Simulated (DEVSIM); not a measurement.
Device: abrupt CdTe p-n junction, at 350 K.

```tsv
layer (left to right)	material	thickness (μm)	Nd (cm⁻³)	Na (cm⁻³)	τn (s)	τp (s)
1	CdTe	7.50	-	5.6e15	1.5e-8	5.1e-8
2	CdTe	9.20	1.1e16	-	5.1e-8	5.1e-8
```

Left contact: ohmic. Right contact: ohmic. Voltage is applied to the left contact. Recombination: SRH at mid-gap. Mobility is μmin + (μ − μmin)/(1 + (N/Nref)^α).

Constants are typed, rounded textbook-type inputs, not results; the design itself was drawn at random and stands for no fabricated device. Values at 300 K; Nc and Nv go as T^1.5, mobilities as T to minus their exponent, the gap by Varshni's rule with the affinity fixed.

| parameter | CdTe |
|---|---|
| gap (eV) | 1.5 |
| affinity (eV) | 4.28 |
| permittivity | 10.2 |
| Nc (cm⁻³) | 8e17 |
| Nv (cm⁻³) | 1.8e19 |
| μn (cm²/Vs) | 1000 |
| μp (cm²/Vs) | 80 |
| μn,min | 100 |
| μp,min | 10 |
| Nref,n | 1e17 |
| Nref,p | 1e17 |
| αn | 0.6 |
| αp | 0.6 |
| T exponent of μn | 1.7 |
| T exponent of μp | 1.5 |
| Varshni α (eV/K) | 0.00031 |
| Varshni β (K) | 108 |

DEVSIM, 1D drift-diffusion, Boltzmann statistics, complete ionisation; no tunnelling, impact ionisation, image-force lowering or self-heating.

Problem. Tabulate band edges, carrier densities and field at 1.1 V on the left contact.

Solution. Energies count from the Fermi level of the right contact; mesh points crowd at the junctions.

```csv
x (μm),Ec (eV),Ev (eV),n (cm⁻³),p (cm⁻³),field (V/cm)
0.000,0.135,-1.351,< 1e2,5.6e15,110
0.03481,0.135,-1.350,9.7e12,5.6e15,110
0.1197,0.136,-1.349,3.3e13,5.6e15,110
0.3416,0.139,-1.347,9.0e13,5.7e15,110
1.161,0.147,-1.339,2.7e14,5.9e15,98
2.869,0.162,-1.323,5.6e14,6.2e15,80
5.470,0.179,-1.306,9.9e14,6.6e15,50
6.916,0.185,-1.300,1.3e15,6.9e15,32
7.275,0.186,-1.300,1.4e15,6.9e15,-30
7.422,0.180,-1.306,1.8e15,5.6e15,-1400
7.484,0.162,-1.324,3.3e15,3.1e15,-5200
7.522,0.140,-1.346,6.8e15,1.5e15,-4200
7.589,0.126,-1.359,1.1e16,9.2e14,-760
7.752,0.124,-1.362,1.2e16,7.9e14,≈ 0
8.408,0.125,-1.361,1.2e16,6.4e14,17
9.754,0.127,-1.359,1.1e16,4.2e14,15
12.79,0.131,-1.354,1.1e16,1.5e14,14
15.18,0.134,-1.351,1.1e16,4.7e13,13
16.25,0.136,-1.350,1.1e16,1.4e13,13
16.53,0.136,-1.349,1.1e16,5.1e12,13
16.64,0.136,-1.349,1.1e16,1.7e12,13
16.70,0.136,-1.349,1.1e16,< 1e2,13
```
